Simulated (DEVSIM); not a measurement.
System: illuminated Si n-on-p cell, one wavelength, at 300 K.

```csv
layer (left to right),material,thickness (μm),Nd (cm⁻³),Na (cm⁻³),τn (s),τp (s),absorption coefficient (cm⁻¹)
1,Si,0.0720,9.4e18,-,2e-7,7.8e-8,5500
2,Si,110,-,5.5e16,1.4e-6,1.4e-6,5500
```

Left contact: ohmic, minority hole recombination velocity 70 cm/s. Right contact: ohmic, minority electron recombination velocity 1e6 cm/s. Voltage is applied to the left contact. Recombination: SRH at mid-gap, radiative, Auger. Light enters at the left, 3.2e17 photons cm⁻² s⁻¹, one pass, no reflection. Mobility is μmin + (μ − μmin)/(1 + (N/Nref)^α).

The device is made up for the run: typed textbook-type constants, with dimensions and the other settings drawn at random. Values at 300 K.

| parameter | Si |
|---|---|
| gap (eV) | 1.124 |
| affinity (eV) | 4.05 |
| permittivity | 11.7 |
| Nc (cm⁻³) | 2.86e19 |
| Nv (cm⁻³) | 3.1e19 |
| μn (cm²/Vs) | 1417 |
| μp (cm²/Vs) | 470 |
| μn,min | 52 |
| μp,min | 45 |
| Nref,n | 9.7e16 |
| Nref,p | 2.2e17 |
| αn | 0.68 |
| αp | 0.72 |
| B (cm³/s) | 4.7e-15 |
| Cn (cm⁶/s) | 2.8e-31 |
| Cp (cm⁶/s) | 9.9e-32 |

Model (solved in DEVSIM): 1D drift-diffusion, Boltzmann statistics, complete ionisation; no tunnelling, impact ionisation, image-force lowering or self-heating.

Task: Give the dark forward current.

Result: 
(V (V), J (A/cm²)): (-0.05, -1.2e-9); (-0.10, -4.3e-9); (-0.20, -3.8e-8); (-0.25, -1.2e-7); (-0.30, -4.3e-7); (-0.35, -1.8e-6); (-0.45, -5.7e-5); (-0.50, -0.00037); (-0.55, -0.0025); (-0.60, -0.017); (-0.70, -0.76); (-0.75, -4.1); (-0.80, -15); (-0.85, -41); (-0.95, -200); (-1.00, -380); (-1.05, -640); (-1.10, -990); (-1.20, -1900); (-1.25, -2400)
